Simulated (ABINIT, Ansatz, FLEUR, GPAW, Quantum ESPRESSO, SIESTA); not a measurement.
**Ti3Be (P6_3/mmc, 8 atoms in the cell) computed with different codes at matched settings**

Self-consistent single point, at a second geometry (lattice scaled by 0.98). First geometry:

```
CELL_PARAMETERS angstrom
      5.49730     0.00000     0.00000
     -2.74865     4.76081     0.00000
      0.00000     0.00000     4.44226
ATOMIC_POSITIONS crystal
  Ti 0.34844 0.17422 0.75000
  Ti 0.65156 0.82578 0.25000
  Ti 0.17422 0.34844 0.25000
  Ti 0.82578 0.65156 0.75000
  Ti 0.82578 0.17422 0.75000
  Ti 0.17422 0.82578 0.25000
  Be 0.66667 0.33333 0.25000
  Be 0.33333 0.66667 0.75000
```

Shared settings, as Ansatz (a program for electronic structure) writes them: kpoints.mp_grid.grid = 5 5 6; scf.occupations.method = gaussian; scf.occupations.width = 0.1 eV. Potentials and cutoffs stand in the table.

```tsv
code	model	ΔF from the first geometry (meV/atom)	pressure (GPa)	largest force (eV/Å)	cutoff
Quantum ESPRESSO	LDA (PZ), GBRV 1.5 ultrasoft (LDA) pseudopotentials	-8.6	2.07	0.071	50 Ry
ABINIT	LDA (PW92), PAW (JTH v2.0 LDA PAW)	-7.8	2.09	0.075	30 Ha
SIESTA	LDA PW92, numerical atomic orbitals DZP, PseudoDojo LDA standard norm-conserving potentials (rewritten from UPF to PSML)	-21.1	-0.05	0.003	grid 400 Ry
GPAW	LDA (Perdew-Wang 92), GPAW PAW datasets LDA (gpaw-data 1.0.1)	-5.8	2.31	0.060	800 eV
Ansatz	LDA (PW92), PAW files made with PBE	-9.4	1.92	0.075	default
FLEUR	LDA (Perdew-Zunger), all-electron FLAPW (FLEUR), scalar-relativistic valence	–	–	0.029	Kmax 4.3 1/bohr
```

A dash marks a value that a program does not give, or that is left out as unsure.

On Ansatz's run: spin polarisation is off.

The spread over the programs that give each value: ΔF from the first geometry within 15.3 meV/atom; pressure within 2.36 GPa; largest force within 0.072 eV/Å.

SIESTA uses small atom-centred bases, whose incompleteness enters pressures, forces and empty levels differently from a plane-wave cutoff. FLEUR treats all electrons, but the usual bases taken here (sphere radii, linearisation, local orbitals, empty states) were not tested for convergence, so the values are no reference for the others. Ansatz's pressure is given at a fixed set of plane waves, as the other plane-wave codes print theirs. The same LDA comes in different parametrisations, which differ slightly. In the pressure, SIESTA (by 2.13) lies more than 1 GPa from the median of the plane-wave programs.

The starting cell comes from a database of computed structures (which also holds hypothetical and non-ambient phases and stackings), without a prior relaxation at this level. Its lattice was rescaled by a random factor within 2.5 % of one. For this run, on top of that: lattice scaled by 0.98.

Keys are those of Ansatz 0.2.
